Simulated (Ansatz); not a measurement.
# Hypothetical rock salt FeGe, pressure series

Base system: FeGe in the rock salt structure (space group Fm-3m, No. 225; ferromagnetic; a hypothetical phase, not in the database extracts checked).

```yaml
crystal:
  lattice:
    - [0.00000, 2.47298, 2.47298]
    - [2.47298, 0.00000, 2.47298]
    - [2.47298, 2.47298, 0.00000]
  atoms:
    - { symbol: Ge, position: [0.00000, 0.00000, 0.00000] }
    - { symbol: Fe, position: [0.50000, 0.50000, 0.50000] }
```

Cell and atoms are relaxed at each pressure.

All numbers come from DFT with PBE, PAW potentials and a 420 eV plane-wave cutoff in Ansatz (a first-principles code), no spin-orbit coupling, earlier PAW set.

Base values:

```
Item                  Result
-------------------  -------
Largest site moment  2.18 μB
```

Q: The aim is a largest site moment between -0.16 μB and 0.13 μB. Which of these changes reaches it?
A) pressure 30 GPa
B) pressure 18 GPa
C) pressure 1.8 GPa
D) pressure 9 GPa

A: A, pressure 30 GPa. It gives 0.00 μB; pressure 9 GPa gives 1.38 μB; pressure 1.8 GPa gives 2.06 μB; pressure 18 GPa gives 1.19 μB. Changes not listed may reach it too

The magnetic state is the one reached from the starting moments; the real material's order can differ, and small cells can't hold many antiferromagnetic ones. Load acts through the strain it causes; cell and atoms are relaxed under it. Stability against distortions was not tested. No other phases were tried under pressure. Seeded moments were not kept for pressure 9 GPa and pressure 30 GPa.
